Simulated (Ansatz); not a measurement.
Consider InSe (space group P-6m2, No. 187; a cell from a computed database, its experimental status unchecked; layered, stacked along the Cartesian z axis).

```yaml
crystal:
  lattice:
    - [4.01918, 0.00000, 0.00000]
    - [-2.00959, 3.48071, 0.00000]
    - [0.00000, 0.00000, 16.83812]
  atoms:
    - { symbol: In, position: [0.00000, 0.00000, 0.58273] }
    - { symbol: In, position: [0.00000, 0.00000, 0.41727] }
    - { symbol: In, position: [0.33333, 0.66667, 0.91727] }
    - { symbol: In, position: [0.33333, 0.66667, 0.08273] }
    - { symbol: Se, position: [0.66667, 0.33333, 0.84201] }
    - { symbol: Se, position: [0.66667, 0.33333, 0.15799] }
    - { symbol: Se, position: [0.33333, 0.66667, 0.65795] }
    - { symbol: Se, position: [0.33333, 0.66667, 0.34205] }
```

Level of theory: plane-wave PAW DFT at the r2SCAN+rVV10 level (Ansatz, a first-principles code, 500 eV), scalar-relativistic without spin-orbit coupling, earlier PAW set.

Free-standing slabs (4 atom(s) a layer) normal to the stacking axis with 15 Å of vacuum; in-plane cell relaxed.

One change was made to it. Results:

| quantity | base | after |
|---|---|---|
| band gap | 0.80 eV | 1.25 eV |
| excess energy per area of both faces (slab less bulk energy over the cell's area: twice a surface energy) | – | 0.25 J/m² |
| gap character | – | indirect, K–Γ (89 % along) → Γ |
| electron mass (in plane) | – | 0.16 mₑ (at Γ) |
| smallest direct gap | 0.80 eV | 1.27 eV |

Problem. Name the change that was made.
(A) 4 layers
(B) 2 layers
(C) 1 layer
(D) 3 layers

Solution. D, 3 layers. For comparison, the band gap in the other runs: 4 layers gives 1.12 eV; 1 layer gives 2.07 eV; 2 layers gives 1.50 eV.

Slab and bulk use different k-meshes, which limits the precision of the excess energy. Masses are band curvatures over ±0.01 Å⁻¹ around the edge. Stability against distortions was not tested. Labels are those of the standard path for the cell's own space group.
